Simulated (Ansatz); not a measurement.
## Hypothetical P6/mmm Rb3Bi: element substitutions

Base system: Rb₃Bi (space group P6/mmm, No. 191; a = 6.5824 Å, c = 7.2128 Å; a hypothetical phase, not in the database extracts checked).

Each row replaces one element on all its sites; cell and atoms are relaxed.

The values are results of Ansatz (an electronic-structure program), PBEsol, PAW, cutoff 420 eV, without spin-orbit coupling, not measurements.

```json
[
 {"variant": "base", "density": "2.86 g/cm³", "shortest interatomic distance": "6.815 bohr", "c/a ratio": "1.096"},
 {"variant": "Bi → As", "density": "2.45 g/cm³", "shortest interatomic distance": "6.395 bohr", "c/a ratio": "1.094"},
 {"variant": "Rb → Na", "density": "2.82 g/cm³", "shortest interatomic distance": "5.732 bohr", "c/a ratio": "1.087"},
 {"variant": "Bi → P", "density": "2.26 g/cm³", "shortest interatomic distance": "6.271 bohr", "c/a ratio": "1.095"},
 {"variant": "Rb → Cs", "density": "3.28 g/cm³", "shortest interatomic distance": "7.138 bohr", "c/a ratio": "1.102"}
]
```

Whether these cells are dynamically stable was not tested. As relaxed here, Rb3As, Na3Bi, Rb3P and Cs3Bi are hypothetical phases, not in the database extracts checked. All final runs are without spin polarisation.
